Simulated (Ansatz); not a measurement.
The starting structures come from a database of crystals and need not be the phases stable at ambient conditions.

 Where the default PAW files enter, the runs use the earlier of Ansatz's two default sets.

Evanescent states of Mg₃Si₂H₄O₉ (P31m, not sure to be the ambient phase, 18 atoms a cell, 9.9 Å³ an atom) along the normal of (001)

These are PBEsol (plane waves, PAW; Ansatz, a first-principles code) values and carry that method's errors.

No gap correction and no spin-orbit coupling; mid-gap values are interpolated between computed energies.

Energies count from the valence-band top; κ is the least over a 12×12 mesh across the current.

```
E (eV)  κ (1/Å)  where
------  -------  -----
0.10      0.436      Γ
0.30      0.441      Γ
0.50      0.445      Γ
0.70      0.447      Γ
0.90      0.448      Γ
1.10      0.448      Γ
1.30      0.446      Γ
1.50      0.442      Γ
1.70      0.437      Γ
1.90      0.430      Γ
2.10      0.422      Γ
2.30      0.411      Γ
2.50      0.399      Γ
2.70      0.384      Γ
2.90      0.367      Γ
3.10      0.346      Γ
3.30      0.322      Γ
3.50      0.292      Γ
3.70      0.254      Γ
3.90      0.205      Γ
4.10      0.128      Γ
```

How thick must the barrier be to attenuate the transmission by 10^8 when the electrodes' Fermi level lies at 0.70 eV, and what attenuation does that film give at 4.10 eV?

d = 8 ln 10 / (2 × 0.447) = 20.6 Å. At 4.10 eV it gives 8 × 0.128/0.447 = 2.3 decades.
